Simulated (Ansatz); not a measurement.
The starting structures come from a database of crystals and need not be the phases stable at ambient conditions.

 Where the default PAW files enter, the runs use the earlier of Ansatz's two default sets.

**Evanescent states of SiO2 (R-3, not sure to be the ambient phase, 18 atoms a cell, 17.8 Å³ an atom) along the normal of (110)**

These are r2SCAN (plane waves, PAW; Ansatz, a first-principles code) values and carry that method's errors.

No gap correction and no spin-orbit coupling; mid-gap values are interpolated between computed energies.

Energies count from the valence-band top; κ is the least over a 6×4 mesh across the current.

| E (eV) | κ (1/Å) | where |
|---|---|---|
| 0.14 | 0.328 | off Γ |
| 0.43 | 0.474 | off Γ |
| 0.72 | 0.556 | off Γ |
| 1.01 | 0.607 | off Γ |
| 1.30 | 0.622 | Γ |
| 1.59 | 0.618 | Γ |
| 1.89 | 0.614 | Γ |
| 2.17 | 0.609 | Γ |
| 2.46 | 0.602 | Γ |
| 2.75 | 0.593 | Γ |
| 3.04 | 0.583 | Γ |
| 3.33 | 0.570 | Γ |
| 3.62 | 0.554 | Γ |
| 3.92 | 0.536 | Γ |
| 4.21 | 0.515 | Γ |
| 4.50 | 0.491 | Γ |
| 4.79 | 0.462 | Γ |
| 5.08 | 0.427 | Γ |
| 5.37 | 0.387 | Γ |
| 5.66 | 0.337 | Γ |
| 5.95 | 0.273 | Γ |
| 6.24 | 0.180 | Γ |

**Question.** How thick must the barrier be to attenuate the transmission by 10^6 when the electrodes' Fermi level lies at 3.04 eV, and what attenuation does that film give at 0.43 eV?

**Answer.** d = 6 ln 10 / (2 × 0.583) = 11.8 Å. At 0.43 eV it gives 6 × 0.474/0.583 = 4.9 decades.
